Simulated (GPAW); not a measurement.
**One base run on MgH₂ (P4_2/mnm, 6 atoms in the cell) and variants with one or two settings moved**

```xyz
6
Lattice="4.5689 0.0000 0.0000 0.0000 4.5689 0.0000 0.0000 0.0000 3.0542" Properties=species:S:1:pos:R:3 pbc="T T T"
Mg     2.2845     2.2845     1.5271
Mg     0.0000     0.0000     0.0000
H      3.1780     3.1780     0.0000
H      1.3909     1.3909     0.0000
H      3.6754     0.8935     1.5271
H      0.8935     3.6754     1.5271
```

Base run A: PBE, GPAW PAW datasets PBE (gpaw-data 1.0.1) in GPAW, self-consistent single point.

Its settings: mode = pw; ecut = 850 eV; xc = PBE; kpts = 4 4 6; mesh shift (steps) = 0 0 0; occupations.name = fermi-dirac; occupations.width = 0 eV; nbands = -4; convergence.bands = -2; symmetry.symmorphic = false; symmetry.tolerance = 0.0005; maxiter = 120.

The starting cell comes from a database of computed structures (which also holds hypothetical and non-ambient phases and stackings), without a prior relaxation at this level. Its lattice was rescaled by a random factor within 2.5 % of one.

ΔF is the free energy per atom less that of run A. A dash stands where there is no value to compare (another energy zero or no entropy term, no result, no spin, no clean gap, or a mesh too coarse for one). Absolute energies have different zeros for different potentials, functionals, Hubbard and dispersion terms and are not compared across them.

| run | change | ΔF (meV/atom) | pressure (GPa) | largest force (eV/Å) | gap on the mesh (eV) | k-points | valence electrons |
|---|---|---|---|---|---|---|---|
| A | base | 0.00 | -1.83 | 0.012 | 3.777 | 24 | 24 |
| B | kpts: 4 4 6 → 3 3 4 | 1.02 | -1.80 | 0.016 | 3.801 | 9 | 24 |
| C | ecut: 850 eV → 510 eV | 6.8 | – | 0.011 | 3.774 | 24 | 24 |
| D | 2 x 2 x 1 supercell, mesh divided to match; kpts: 4 4 6 → 2 2 6 | 0.01 | -1.83 | 0.012 | 3.777 | 12 | 96 |
| E | dispersion: default → d4 [PBE-D4] | – | -3.19 | 0.005 | 3.777 | 24 | 24 |
| F | symmetry.symmorphic: false → default; symmetry.tolerance: 0.0005 → default; symmetry.point_group: default → false | 0.01 | -1.83 | 0.012 | 3.777 | 52 | 24 |
| G | xc: PBE → GLLBSC; potentials: GPAW PAW datasets GLLBSC (gpaw-data 1.0.1) [GLLB-SC potential, GPAW PAW datasets GLLBSC (gpaw-data 1.0.1)] | – | – | – | 5.071 | 24 | 24 |
| H | convergence.forces: default → 0.0001 eV/Å | 0.00 | -1.83 | 0.012 | 3.777 | 24 | 24 |

Run B against A: The free energy rises by 1.0 meV/atom, the pressure hardly changes (-1.83 to -1.80 GPa), the largest force goes from 0.012 to 0.016 eV/Å and the gap on the mesh goes from 3.777 to 3.801 eV.

Run F against A: The free energy hardly moves (within 1 meV/atom), the pressure stays at -1.83 GPa, the largest force stays at 0.012 eV/Å and the gap on the mesh stays at 3.777 eV.
